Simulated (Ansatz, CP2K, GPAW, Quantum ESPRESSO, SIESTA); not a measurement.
**One structure in several programs: BiSbPd₂ (P1, 4 atoms in the cell)**

Self-consistent single point, at a second geometry (atoms moved at random). First geometry:

```xyz
4
Lattice="4.1344 0.0000 0.0000 -2.0672 3.5805 0.0000 0.0000 0.0000 5.6168" Properties=species:S:1:pos:R:3 pbc="T T T"
Sb     2.0672     1.1935     0.0000
Bi     0.0000     0.0000     2.8084
Pd     0.0000     2.3870     4.2492
Pd     0.0000     2.3870     1.3676
```

Second geometry:
```xyz
4
Lattice="4.1344 0.0000 0.0000 -2.0672 3.5805 0.0000 0.0000 0.0000 5.6168" Properties=species:S:1:pos:R:3 pbc="T T T"
Sb     2.0209     1.1431    -0.0371
Bi     0.0161    -0.0434     2.8476
Pd    -0.0308     2.4442     4.2417
Pd     0.0609     2.4235     1.3731
```

Shared settings, as Ansatz (a first-principles code) writes them: kpoints.mp_grid.grid = 6 6 4; scf.occupations.method = fermi_dirac; scf.occupations.width = 0.1 eV. Potentials and cutoffs stand in the table.

| code | model | ΔF from the first geometry (meV/atom) | pressure (GPa) | largest force (eV/Å) | cutoff |
|---|---|---|---|---|---|
| CP2K | PBEsol, GPW, DZVP-MOLOPT-SR-GTH basis, GTH-PBE potentials (GTH_POTENTIALS) | 25.6 | 7.47 | 0.871 | grid 500 Ry |
| Ansatz | PBEsol, PAW files made with PBE | 21.0 | 2.78 | 0.717 | 420 eV |
| Quantum ESPRESSO | PBEsol, PseudoDojo standard norm-conserving (PBESOL) pseudopotentials | 21.1 | 2.74 | 0.722 | 85 Ry |
| GPAW | PBEsol, GPAW PAW datasets PBEsol (made by gpaw-setup) | 21.0 | 2.66 | 0.714 | 600 eV |
| SIESTA | GGA PBEsol, numerical atomic orbitals DZP, PseudoDojo PBEsol standard norm-conserving potentials (rewritten from UPF to PSML) | 26.1 | 2.93 | 0.902 | grid 400 Ry |

Size of the force on each atom (eV/Å): Sizes of forces hide their directions.

```csv
code,Sb1,Bi2,Pd3,Pd4
CP2K,0.871,0.800,0.856,0.641
Ansatz,0.717,0.679,0.708,0.523
Quantum ESPRESSO,0.722,0.682,0.712,0.526
GPAW,0.714,0.682,0.708,0.522
SIESTA,0.902,0.832,0.880,0.659
```

On Ansatz's run: spin-orbit coupling is off. Spin polarisation is off.

The spread over the programs that give each value: ΔF from the first geometry within 5.1 meV/atom; pressure within 4.81 GPa; largest force within 0.188 eV/Å.

CP2K and SIESTA use small atom-centred bases, whose incompleteness enters pressures, forces and empty levels differently from a plane-wave cutoff. Ansatz's pressure is given at a fixed set of plane waves, as the other plane-wave codes print theirs. In the pressure, CP2K (by 4.73) lies more than 1 GPa from the median of the plane-wave programs. In the force vectors, CP2K (by 0.154) and SIESTA (by 0.186) lie more than 0.08 eV/Å from the median of the plane-wave programs.

The starting cell comes from a database of computed structures (which also holds hypothetical and non-ambient phases and stackings), without a prior relaxation at this level. Its lattice was rescaled by a random factor within 2.5 % of one. For this run, on top of that: atoms moved at random.

Keys are those of Ansatz 0.2.
